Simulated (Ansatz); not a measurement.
The starting structures come from a database of crystals and need not be the phases stable at ambient conditions.

Input:

```xyz
12
Lattice="5.5205 0.0000 0.0000 0.0000 9.6905 0.1018 0.0000 1.7282 3.7608" Properties=species:S:1:pos:R:3 pbc="T T T"
Sb     3.9596     5.5855     3.1269
Sb     1.5608     5.8331     0.7357
Sb     1.1994     1.8520     2.5651
Sb     4.3211     9.5667     1.2975
O      2.2423     6.5683     2.6753
O      3.2781     4.8503     1.1873
O      5.0026    10.5597     3.1186
O      0.5179     0.8590     0.7440
F      0.3203     3.4930     1.8111
F      5.2002     7.9257     2.0515
F      3.0805     2.2164     0.1202
F      2.4400     9.2023     3.7424
```

Space group of this cell: Pnma. The cell was relaxed by PBE-D3(BJ); by PBEsol its mean pressure is -1.9 GPa.

Transport runs along the normal of the first two printed cell vectors.

No gap correction and no spin-orbit coupling; mid-gap values are interpolated between computed energies.

Estimate the band gap and the smallest decay constant κ at mid-gap that PBEsol run with Ansatz (a first-principles code) returns for this system.

Gap 3.19 eV on a 6×8×8 mesh; κ = 0.300 1/Å, at (0.333, 0.250) of the in-plane reciprocal vectors. At the zone centre, at the nearest computed energy, the slowest state has κ = 0.36 1/Å.
